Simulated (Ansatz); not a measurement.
**One base run on TiBO3 (R-3c, 10 atoms in the cell) and variants with one or two settings moved**

```
TiBO3
1.0
    2.33615     1.34878     4.98313
   -2.33615     1.34878     4.98313
    0.00000    -2.69755     4.98313
O Ti B
6 2 2
Cartesian
  1.63911   0.14147   8.72048
 -0.94208   1.34878   8.72048
 -0.69704  -1.49025   8.72048
 -1.63911  -0.14147   6.22892
  0.94208  -1.34878   6.22892
  0.69704   1.49025   6.22892
  0.00000   0.00000   0.00000
  0.00000   0.00000   7.47470
  0.00000   0.00000   3.73735
  0.00000   0.00000  11.21205
```

Base run A: LDA (PW92), default PAW files made with PBE in Ansatz (a program for electronic structure), self-consistent single point.

Its settings: basis.ecutwfc = 420 eV; kpoints.mp_grid.grid = 7 7 7; hamiltonian.xc = lda; hamiltonian.pseudopotentials = {kind: paw} (the program's default PAW files); scf.occupations.method = methfessel_paxton; scf.occupations.width = 0.272 eV.

The starting cell comes from a database of published, mostly measured structures (it also holds non-ambient and calculated ones), without a prior relaxation at this level. Spin polarisation is off, so a magnetic state, if there is one, cannot be reached. In the base run, with a pressure of about -12 GPa the cell is away from its equilibrium volume at this level. Ansatz's pressure includes its estimate of the finite-basis (Pulay) stress.

ΔF is the free energy per atom less that of run A. 

```json
[
 {"run": "A", "change": "base", "ΔF (meV/atom)": "0.00", "pressure (GPa)": "-11.67", "largest force (eV/Å)": "0.463", "k-points": "44"},
 {"run": "B", "change": "crystal.symmetry.detect: default → false", "ΔF (meV/atom)": "0.00", "pressure (GPa)": "-11.67", "largest force (eV/Å)": "0.463", "k-points": "172"},
 {"run": "C", "change": "kpoints.mp_grid.grid: 7 7 7 → 3 3 3", "ΔF (meV/atom)": "-1.64", "pressure (GPa)": "-11.81", "largest force (eV/Å)": "0.458", "k-points": "6"},
 {"run": "D", "change": "scf.occupations.width: 0.272 eV → 0.3 eV", "ΔF (meV/atom)": "-0.63", "pressure (GPa)": "-11.65", "largest force (eV/Å)": "0.463", "k-points": "44"},
 {"run": "E", "change": "scf.convergence.dr2_threshold: default (1e-07 eV) → 1e-06 eV", "ΔF (meV/atom)": "0.00", "pressure (GPa)": "-11.67", "largest force (eV/Å)": "0.463", "k-points": "44"},
 {"run": "F", "change": "scf.occupations.method: methfessel_paxton → cold; scf.occupations.width: 0.272 eV → 0.2 eV", "ΔF (meV/atom)": "-1.79", "pressure (GPa)": "-11.60", "largest force (eV/Å)": "0.476", "k-points": "44"},
 {"run": "G", "change": "scf.mixing.algorithm: default (the program chose MSR1) → msr1; scf.mixing.ndim: default → 12", "ΔF (meV/atom)": "0.00", "pressure (GPa)": "-11.67", "largest force (eV/Å)": "0.463", "k-points": "44"},
 {"run": "H", "change": "scf.mixing.algorithm: default (the program chose MSR1) → anderson; scf.mixing.beta: default → 0.02", "ΔF (meV/atom)": "0.00", "pressure (GPa)": "-11.67", "largest force (eV/Å)": "0.463", "k-points": "44"},
 {"run": "I", "change": "scf.self_checks: default → high", "ΔF (meV/atom)": "0.00", "pressure (GPa)": "-11.67", "largest force (eV/Å)": "0.463", "k-points": "44"}
]
```

Run C against A: The free energy drops by 1.6 meV/atom, the pressure goes from -11.67 to -11.81 GPa and the largest force moves little (0.463 to 0.458 eV/Å).

Run F against A: The free energy falls by 1.8 meV/atom, the pressure moves little (-11.67 to -11.60 GPa) and the largest force goes from 0.463 to 0.476 eV/Å.

Run B against A: The free energy is nearly the same (within 1 meV/atom), the pressure stays at -11.67 GPa and the largest force stays at 0.463 eV/Å.

Keys are those of Ansatz 0.2.
